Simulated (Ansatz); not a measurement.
Strongest site found for Cl on several surfaces, against ½ Cl2(g).

These are PBE (plane waves to 420 eV, PAW; Ansatz, a program for electronic structure) values and carry that method's errors.

Counted are starts at which the adsorbate stayed whole and on top. Thin slabs; no dispersion, zero-point or thermal terms; negative values mean binding.

```json
[
 {"surface, area an adsorbate": "fcc Cu (100), 26 Å²", "bonded to": "4 Cu", "E_ads (eV)": "-1.96", "shortest bond to the host (Å)": "2.48"},
 {"surface, area an adsorbate": "hcp Ti (0001), 15 Å²", "bonded to": "3 Ti", "E_ads (eV)": "-3.33", "shortest bond to the host (Å)": "…"},
 {"surface, area an adsorbate": "fcc Cu (111), 6 Å²", "bonded to": "Cu", "E_ads (eV)": "0.49", "shortest bond to the host (Å)": "2.37"},
 {"surface, area an adsorbate": "fcc Pd (111), 27 Å²", "bonded to": "3 Pd", "E_ads (eV)": "…", "shortest bond to the host (Å)": "2.44"},
 {"surface, area an adsorbate": "fcc Cu (111), 23 Å²", "bonded to": "3 Cu", "E_ads (eV)": "…", "shortest bond to the host (Å)": "2.39"},
 {"surface, area an adsorbate": "bcc W (110), 29 Å²", "bonded to": "3 W", "E_ads (eV)": "-2.62", "shortest bond to the host (Å)": "2.48"},
 {"surface, area an adsorbate": "hcp Ti (0001), 30 Å²", "bonded to": "3 Ti", "E_ads (eV)": "…", "shortest bond to the host (Å)": "2.51"},
 {"surface, area an adsorbate": "fcc Ag (111), 30 Å²", "bonded to": "3 Ag", "E_ads (eV)": "-1.49", "shortest bond to the host (Å)": "2.64"},
 {"surface, area an adsorbate": "hcp Ru (0001), 26 Å²", "bonded to": "3 Ru", "E_ads (eV)": "-2.32", "shortest bond to the host (Å)": "2.49"}
]
```

### Question
Some entries are withheld; supply them.

### Answer

- hcp Ti (0001), 15 Å², shortest bond to the host (Å): 2.46
- fcc Pd (111), 27 Å², E_ads (eV): -1.65
- fcc Cu (111), 23 Å², E_ads (eV): -1.74
- hcp Ti (0001), 30 Å², E_ads (eV): -3.57
